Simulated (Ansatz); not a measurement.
# AlP, element substitutions

The reference is AlP in the zinc blende structure (space group F-43m, No. 216; a = 5.471 Å).

Each row replaces one element on all its sites; cell and atoms are relaxed.

Calculations: PBEsol (Ansatz, a program for electronic structure), scalar-relativistic without spin-orbit coupling.

Question: Only one of these keeps a band gap. Which?
(A) Al → B
(B) Al → Bi
(C) P → Ga

Answer: A, Al → B. Computed: Al → B: 1.11 eV; Al → Bi: zero; P → Ga: zero

Whether these cells are dynamically stable was not tested. As relaxed here, BiP and AlGa are hypothetical phases, not in the database extracts checked. The final runs are not spin-polarised.
